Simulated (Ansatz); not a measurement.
**A constructed model of the (100) surface of bcc Fe, ferromagnetic, a pseudomorphic layer of Mg in the host's stacking (bottom of the slab: a bare face, its two planes held)**

The numbers are results of PBE (plane waves to 420 eV, PAW; Ansatz, a quantum-chemistry and plane-wave program), not measurements.

Set-up: 7 atoms, 9.1 Å thick at the start (thin: gaps and levels are the slab's own); mesh 13x13x1; 0.1 eV smearing; dipole correction on; 2 atoms held, the rest relaxed; start symmetry kept, larger cells not searched; spin-polarised, ending with about 13.8 μB a cell; orders that need a larger cell were not tried, no spin-orbit, no U. It is one candidate, not shown to be the stable structure of the face.

```json
{
  "work_function_of_the_top_face": "3.48 eV",
  "energy_released_by_relaxation": "0.066 eV",
  "magnetic_moment_of_the_cell": "13.78 μB",
  "cost": "very roughly 5 core-minutes"
}
```
